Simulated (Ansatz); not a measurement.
Band structure of Zr2Sb3Pd (P-4m2, 6 atoms in the cell).

```xyz
6
Lattice="3.9613 0.0000 0.0000 0.0000 3.9613 0.0000 0.0000 0.0000 8.7389" Properties=species:S:1:pos:R:3 pbc="T T T"
Zr     1.9806     0.0000     6.4597
Zr     0.0000     1.9806     2.2792
Sb     1.9806     0.0000     3.3537
Sb     0.0000     1.9806     5.3852
Sb     0.0000     0.0000     0.0000
Pd     1.9806     1.9806     0.0000
```

Method of the run: PBEsol, PAW files made with PBE (plane waves; Ansatz, a program for electronic structure).

Settings: kpoints.mp_grid.grid = 7 7 3; hamiltonian.xc = pbesol; hamiltonian.pseudopotentials = {kind: paw} (the program's default PAW files); scf.occupations.method = gaussian; scf.occupations.width = 0.01 Ry; kpoints.band_path.npoints = 8.

The starting cell comes from a database of computed structures (which also holds hypothetical and non-ambient phases and stackings), without a prior relaxation at this level. Spin-orbit coupling is off. Spin polarisation is off.

Levels in eV from the Fermi level, bands 40 to 47:
```
point     40     41     42     43     44     45    46    47
-----  -----  -----  -----  -----  -----  -----  ----  ----
Γ      -0.83  -0.83  -0.82  -0.82   0.85   0.85  1.14  1.63
X      -1.13  -1.11  -0.63  -0.52   0.88   0.91  1.30  2.19
M      -1.53  -1.53  -1.53  -1.40  -1.36  -1.29  0.50  2.73
Z      -1.09  -1.09  -0.76  -0.38   0.09   1.11  1.11  1.42
R      -1.40  -1.24  -1.22  -0.09   0.54   0.93  1.63  2.42
A      -1.59  -1.47  -1.36  -1.22  -1.10  -1.10  0.55  2.51
```

Bands cross the Fermi level along this path, so the cell is metallic at this level.

Keys are those of Ansatz 0.2.
